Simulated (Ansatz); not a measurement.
**BeSe under a change: Be → C**

Consider BeSe in the zinc blende structure (space group F-43m, No. 216; a = 5.129 Å).

Perturbation: every Be is replaced by C; the structure is relaxed again.

Calculations: plane-wave PAW DFT at the PBEsol level (Ansatz, a quantum-chemistry and plane-wave program, 420 eV), without spin-orbit coupling. Settings: 16×16×16 k-points, 0.05 eV Fermi–Dirac smearing, for the changed cell.

```json
[
 {"quantity": "volume per atom", "base": "16.86 Å³", "changed": "16.11 Å³", "shift": "-0.75 Å³"},
 {"quantity": "density", "base": "4.33 g/cm³", "changed": "4.69 g/cm³", "shift": "+0.36 g/cm³"},
 {"quantity": "lattice parameter a", "base": "5.129 Å", "changed": "5.051 Å", "shift": "-0.0774 Å"},
 {"quantity": "space group", "base": "F-43m (No. 216)", "changed": "F-43m (No. 216)", "shift": "–"},
 {"quantity": "shortest interatomic distance", "base": "2.221 Å", "changed": "2.187 Å", "shift": "-0.034 Å"},
 {"quantity": "band gap", "base": "2.47 eV", "changed": "zero", "shift": "–"}
]
```

Final structure:

```
CSe
1.0
    0.00000     2.52574     2.52574
    2.52574     0.00000     2.52574
    2.52574     2.52574     0.00000
Se C
1 1
Direct
  0.25000   0.25000   0.25000
  0.00000   0.00000   0.00000
```

Stability against distortions was not tested. As relaxed here, CSe is a hypothetical phase, not in the database extracts checked. The final runs are not spin-polarised.
